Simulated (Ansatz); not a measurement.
Mo (Im-3m): band-structure transport figures

Consider the following.

```
CELL_PARAMETERS angstrom
     -1.54754     1.54754     1.54754
      1.54754    -1.54754     1.54754
      1.54754     1.54754    -1.54754
ATOMIC_POSITIONS crystal
  Mo 0.00000 0.00000 0.00000
```

Calculation: PBEsol, rigid bands (plane waves, PAW, scalar-relativistic; Ansatz, an electronic-structure program). Condition of this run: hydrostatic pressure 10 GPa (the target of the relaxation). How the cell was made: cell and atoms relaxed with PBEsol, then loaded as said.

* **density of states at the Fermi level**: 0.574 states/(eV·cell), both spins
* **bare Sommerfeld coefficient**: 1.35 mJ/(mol of atoms·K²)
* **Drude plasma energy**: 9.2 eV
* **root-mean-square Fermi velocity**: 9.1e5 m/s
* **resistivity times τ**: 5.8 ×10⁻²² Ω·m·s
* **resistivity times mean free path**: 5.7 ×10⁻¹⁶ Ω·m²

A metal at this level (no band gap); rigid bands, thermally averaged at 300 K, both spins. Spin-orbit coupling is left out. τ is one relaxation time for all states; the product of resistivity and mean free path takes one path for all states instead.
